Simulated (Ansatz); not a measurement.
Ga on the Si site (silicon host)

Calculation: PBE, PAW (plane waves to 420 eV; Ansatz, a program for electronic structure). A 2×2×2 supercell of 64 sites was used; the energies come from a 2×2×2 shifted sampling of its zone. Site at the start: the Si site. Charged cells carry a point-charge image correction with potential alignment at far atoms. Dielectric constants: PBE linear response of the host. Host gap at this level: 0.61 eV. These values are not converged in cell size to better than tenths of an eV. The semilocal functional narrows the gap, so deep levels can fall outside it. Spin–orbit coupling is left out. Each state is the lowest found from its start.

Formation energies E_f are given with the Fermi level at the valence-band maximum. Chemical conditions: host crystal and elements as references (Δμ(Si) = 0.00 eV, Δμ(Ga) = 0.00 eV; Ga taken from its element, since no compound that bounds it was computed at this level; only phases computed here count, gases as isolated molecules at 0 K). Reference phases: Ga: alpha gallium, Si: silicon.

| charge | moment (μB) | point group | largest move off a lattice site (Å) | image correction with alignment (eV) | E_f, host crystal and elements as references (eV) |
|---|---|---|---|---|---|
| +1* | not spin-polarised | – | 0.06 | – | – |
| 0* | fractional | – | 0.04 | – | – |
| −1 | not spin-polarised | Td | 0.03 | 0.10 | 0.81 |

* At this level the carrier isn't localised at the defect: at charge +1 holes occupy the valence band; at charge 0 holes occupy the valence band. Such a state is shallow or no state of the defect, and this cell gives it no level.

Point groups are those of the whole cell at tolerances of 0.03 and 0.1 Å ("near" where only the looser one holds); none is given for unsettled states.

All states together cost roughly 60 core-minutes.
